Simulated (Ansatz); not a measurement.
## Cohesive energy of Si (model structure, started from the Ge type, P4₃2₁2, No. 96, 12 atoms in the cell) at several levels of theory

No measured value is used here.

| level (code) | value (eV/atom) | cell (Å³/atom) |
|---|---|---|
| LDA (Ansatz) | 5.17 | 17.54 |
| PBE (Ansatz) | 4.39 | 18.35 |
| PBEsol (Ansatz) | ? | 17.79 |
| PBE-D3(BJ) (Ansatz) | 4.74 | 17.59 |
| r²SCAN (Ansatz) | 4.46 | 18.35 |
| r²SCAN+rVV10 (Ansatz) | ? | 18.22 |

### Question
What belongs in the gaps?

### Answer

- PBEsol (Ansatz, a program for electronic structure), value (eV/atom): 4.82
- r²SCAN+rVV10 (Ansatz), value (eV/atom): 4.63

Free atoms are spin-polarised, in the lowest state found; at levels without +SOC their spin–orbit coupling is left out.  Each level is taken at its own relaxed cell. Cutoffs differ between the levels. Ansatz's density-functional and Hartree–Fock values are scalar-relativistic unless marked +SOC, with PAW data made under PBE.

A model structure was made by putting elements into a prototype or built by hand; it is no filed structure, need not be a known phase, and can be a saddle point held by its symmetry.
